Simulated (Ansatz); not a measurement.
By PBEsol, the system below comes out a metal.

Data:

```yaml
crystal:
  lattice:
    - [2.86642, 0.00000, 0.00000]
    - [-0.95547, 2.70249, 0.00000]
    - [0.95547, 1.35124, 2.34042]
  atoms:
    - { symbol: Ta, position: [0.00000, 0.00000, 0.00000] }
```

The cell is taken as given; by PBEsol it stands under a pressure of -5.2 GPa.

The current flows along the normal of the first two printed cell vectors, the (110) plane of the conventional cell. No spin-orbit coupling; the value is a mean over 0.1 eV about the Fermi level.

### Question
Give the ballistic conductance per area that PBEsol run with Ansatz (a quantum-chemistry and plane-wave program) yields.

### Answer
1.8 × 10¹⁵ S/m² for both spins.
